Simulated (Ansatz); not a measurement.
Input and output of a self-consistent single point for a (001) slab of RbMg6Zn (cut from a parent of space group no. 38; 16 atoms in the cell) (Ansatz, an electronic-structure program).

Method: PBE (plane waves, PAW; Ansatz).

```
CELL_PARAMETERS angstrom
      5.21754     0.00000     0.00000
      0.00000     7.04106     0.00000
      0.00000     0.00000    27.05440
ATOMIC_POSITIONS crystal
  Rb 0.50000 0.50000 0.62211
  Rb 0.50000 0.00000 0.40521
  Mg 0.00000 0.21869 0.57844
  Mg 0.00000 0.78131 0.57844
  Mg 0.00000 0.50000 0.47656
  Mg 0.50000 0.24101 0.51261
  Mg 0.50000 0.75899 0.51261
  Mg 0.50000 0.50000 0.40219
  Mg 0.00000 0.71869 0.36153
  Mg 0.00000 0.28131 0.36153
  Mg 0.00000 0.00000 0.69347
  Mg 0.50000 0.74101 0.29570
  Mg 0.50000 0.25899 0.29570
  Mg 0.50000 0.00000 0.61910
  Zn 0.00000 0.50000 0.70430
  Zn 0.00000 0.00000 0.48739
```

Reference input (self-consistent single point, DFT, PBE, plane waves, default PAW files): kpoints.mp_grid.grid = 7 5 1; hamiltonian.xc = pbe; hamiltonian.pseudopotentials = {kind: paw} (the program's default PAW files); scf.occupations.method = methfessel_paxton; scf.occupations.width = 0.1 eV; efield.axis = 3; efield.dipole_correction = true. This run's input differs from it in these lines:

Ansatz 0.2 input:
```diff
@@ -31,3 +31,3 @@
 scf:
-  occupations: { method: methfessel_paxton, width: 0.1 }
+  occupations: { method: methfessel_paxton, width: 0.8 }
 output:
```

Output, abridged:

```
SCF iter   1: F=—  HF=-36251.833405 eV  |F-HF|=—  |Δ(HF+E_count)|=         —  Δρ=1.37e-3  dr2=5.23e-1  ethr=1.77e-3  p=-0.011 e·Å  D=-2.02e-3 V/Å  ΔV_dip=0.05 eV  dr2_dipole=1.08e-1  V_vac-E_F(+/−)=3.29/3.23 eV  ⟨swp⟩=11.2  Hψ=7970  notcnv=0
all-band conjugate gradients solve this SCF's bands
efield: sawtooth ramp at fractional position 0.9500 (placed from the atoms, in the widest stretch of the axis that holds none …
   [... lines left out ...]
SCF iter   8: F=—  HF=-36251.801101 eV  |F-HF|=—  |Δ(HF+E_count)|=   1.42e-7  S|Δr|=    0.00e0  Δρ=3.87e-6  dr2=1.06e-7  ethr=6.17e-11  p=0.007 e·Å  D=1.19e-3 V/Å  ΔV_dip=-0.03 eV  dr2_dipole=4.13e-9  V_vac-E_F(+/−)=3.42/3.45 eV  ⟨swp⟩=19.8  Hψ=7167  notcnv=0
SCF iter   9: F=-36251.801101 eV  HF=-36251.801101 eV  |F-HF|=6.70e-9  |Δ(HF+E_count)|=   4.43e-8  S|Δr|=    0.00e0  Δρ=8.53e-7  dr2=7.02e-9  ethr=6.17e-11  p=0.007 e·Å  D=1.19e-3 V/Å  ΔV_dip=-0.03 eV  dr2_dipole=9.15e-11  V_vac-E_F(+/−)=3.42/3.45 [...]
SCF 1 converged in 9 iterations: F = -36251.801101 eV  dr2 = 7.02e-9
Stability not checked (fill_not_monotonic)
Free energy (F): -36251.801101 eV
Internal energy: -36251.777639 eV  (E = F + TS)
E sigma→0 (E₀):  -36251.795236 eV
Entropy (-TS):   -0.023462 eV (-1.466 meV/atom)
Fermi energy:    0.400790 eV
Dipole field:    D = 0.001200 V/Å  (p = 0.006590 e·Å, saw-weighted, corrected)
Work function:   Φ+ = 3.4180 eV   Φ− = 3.4504 eV
Levels:          The Fermi level and band energies are counted from a zero that moves with the ramp; work functions are not
--- Forces (eV/Å), atoms counted from 1 ---
   [... lines left out ...]
  atom  10  Mg     0.00000000     0.07812725    -0.02987772
  atom  11  Mg     0.00000000     0.00000000    -0.51454430
  atom  12  Mg     0.00000000    -0.06866728    -0.01547462
  atom  13  Mg     0.00000000     0.06866728    -0.01547462
  atom  14  Mg     0.00000000     0.00000000    -0.12604824
  atom  15  Zn     0.00000000     0.00000000     0.01199110
  atom  16  Zn     0.00000000     0.00000000     0.07391248
```

The run converged in 9 iterations. Against the reference run the free energy falls by 3.0 meV/atom and the largest force hardly changes (0.937 to 0.927 eV/Å).

The starting cell comes from a database of computed structures (which also holds hypothetical and non-ambient phases and stackings), without a prior relaxation at this level. The slab is cut from that crystal, and its faces are unrelaxed.

Cost on one core of a shared machine: roughly 2 min.
